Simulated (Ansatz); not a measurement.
The reference is CdGeAs2 in the chalcopyrite structure (space group I-42d, No. 122; a = 6.048 Å, c = 11.488 Å).

The values are results of Kohn–Sham DFT with the PBE functional, run in Ansatz (a quantum-chemistry and plane-wave program) with PAW and 420 eV plane waves, without spin-orbit coupling, not measurements.

For the base:

* **Pressure**: -0.01 GPa

Modification: an isotropic linear strain of −1.50 %; the atoms relax in the strained cell.

How does this affect the pressure and energy relative to the base?

The pressure (mean of the normal stresses, compression positive) goes up by 2.652 GPa, from -0.01 GPa to 2.65 GPa; the energy rises by 9.2 meV/atom.

No phonon test of stability was made.
